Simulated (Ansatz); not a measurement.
System: CaZrN2 (R-3m, No. 166, 4 atoms in the cell; start mp-1029267). Method: PBEsol in Ansatz (plane waves, PAW).

Run with plane-wave cutoff 520 eV, 12×12×12 k mesh, Fermi–Dirac smearing 0.01 eV, scalar-relativistic PAW data made under PBE.

Cell (relaxed at this level):

```
CELL_PARAMETERS angstrom
      1.64296     0.94856     5.55596
     -1.64296     0.94856     5.55596
      0.00000    -1.89713     5.55596
ATOMIC_POSITIONS crystal
  Ca 0.00000 0.00000 0.00000
  Zr 0.50000 0.50000 0.50000
  N  0.23853 0.23853 0.23853
  N  0.76147 0.76147 0.76147
```

Question: Estimate the band gap, smallest direct gap on the k points sampled and Γ–Γ gap that the calculation returns.

Answer: 
* **band gap**: 0.37 eV
* **smallest direct gap on the k points sampled**: 0.98 eV
* **Γ–Γ gap**: 2.63 eV

Spin–orbit coupling is not included.

The computed numbers hold no vibrational or temperature effects.

Cost on a shared machine: very roughly 8 core-seconds.

A start named mp-… is a Materials Project structure, which need not be a measured phase.

Ansatz is a program for electronic structure.
